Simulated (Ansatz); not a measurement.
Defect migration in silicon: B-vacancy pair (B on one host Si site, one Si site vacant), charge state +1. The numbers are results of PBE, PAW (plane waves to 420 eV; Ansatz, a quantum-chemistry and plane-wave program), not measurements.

64-site cell at the relaxed PBE lattice, a 2×2×2 k-point mesh shifted by half a step, smearing 0.01 eV, spin-restricted, no finite-size correction. Static, classical nuclei. The charge state is imposed; whether it is stable for some Fermi level was not computed. Forms of the defect that were not tried may lie lower.

Barriers: single points on a 3×3×3 k-point mesh shifted by half a step at the bands' geometries.

The step: one Si atom jumps into the vacancy from a nearby Si site (B-vacancy distance between ideal sites 3.87 → 4.54 Å); the atom moves 2.58 Å along (0.28, -0.26, 0.28) of the unit cell; the moving atom starts with neighbours Si at 2.35, 2 Si at 2.36 Å and ends with Si at 2.35, Si at 2.37, Si at 2.38 Å.

### Question
Estimate the migration barrier of this step that PBE, PAW returns for this input.

### Answer
0.69 eV forward and 0.56 eV backward. At the saddle the moving atom has neighbours 2 Si at 2.52, Si at 2.62 Å. The saddle point's order was not checked.
